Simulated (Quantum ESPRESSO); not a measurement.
Quantum ESPRESSO is run on LaMg2 (Fd-3m, 6 atoms in the cell), and the run fails. The aim is a self-consistent single point with DFT, PBEsol, plane waves, GBRV 1.5 ultrasoft (PBESOL) pseudopotentials.

Input as run:

```fortran
&control
   calculation = 'scf'
   prefix = 'pwscf'
   outdir = './tmp/'
   pseudo_dir = './'
   tprnfor = .true.
   tstress = .true.
/
&system
   ibrav = 0
   nat = 6
   ntyp = 2
   ecutwfc = 40.0
   ecutrho = 200
   occupations = 'smearing'
   smearing = 'marzari-vanderbilt'
   degauss = 0.0073499
/
&electrons
   conv_thr = 1.0e-11
   mixing_beta = 0.7
/
ATOMIC_SPECIES
La   138.9055  la_pbesol_v1.uspp.F.UPF
Mg    24.3050  mg_pbesol_v1.4.uspp.F.UPF
ATOMIC_POSITIONS crystal
La    0.7500000000    0.7500000000    0.7500000000
La    0.5000000000    0.5000000000    0.5000000000
Mg    0.1250000000    0.1250000000    0.6250000000
Mg    0.1250000000    0.6250000000    0.1250000000
Mg    0.1250000000    0.1250000000    0.1250000000
Mg    0,6250000000    0,1250000000    0,1250000000
K_POINTS automatic
5 5 5  0 0 0
CELL_PARAMETERS bohr
   0.0000000000     8.1333226589     8.1333226589
   8.1333226589     0.0000000000     8.1333226589
   8.1333226589     8.1333226589     0.0000000000
```

Output, abridged:

```
     This program is part of the open-source Quantum ESPRESSO suite
     for quantum simulation of materials; please cite

[eval_infix.c] A parsing error occurred
helper string:
0,6250000000
error code:
Error: invalid token: ,

 %%%%%%%%%%%%%%%%%%%%%%%%%%%%%%%%%%%%%%%%%%%%%%%%%%%%%%%%%%%%%%%%%%%%%%%%%%%%%%
     Error in routine card_atomic_positions (1):
     Error while parsing atomic position card.
 %%%%%%%%%%%%%%%%%%%%%%%%%%%%%%%%%%%%%%%%%%%%%%%%%%%%%%%%%%%%%%%%%%%%%%%%%%%%%%

     stopping ...
```

Q: From the messages shown, name the fault and mend the input.

A: The fault is decimal commas. The program does not read a comma as a decimal mark. To fix it, use decimal points. The program stopped before any SCF iteration.

An input that runs soundly differs in these lines (not the only fix; some lines may just follow from the change or write a value another way):
```diff
-   ecutwfc = 40.0
+   ecutwfc = 40
-Mg    0,6250000000    0,1250000000    0,1250000000
+Mg    0.6250000000    0.1250000000    0.1250000000
```

With that input, the run converged in 12 iterations: free energy E − TS -9590.5946 eV; Fermi level (on the code's own zero) 8.12 eV; pressure 0.94 GPa (DFT, PBEsol, plane waves, GBRV 1.5 ultrasoft (PBESOL) pseudopotentials).

On the sound input: the starting cell comes from a database of computed structures (which also holds hypothetical and non-ambient phases and stackings), without a prior relaxation at this level. Its lattice was rescaled by a random factor within 2.5 % of one.
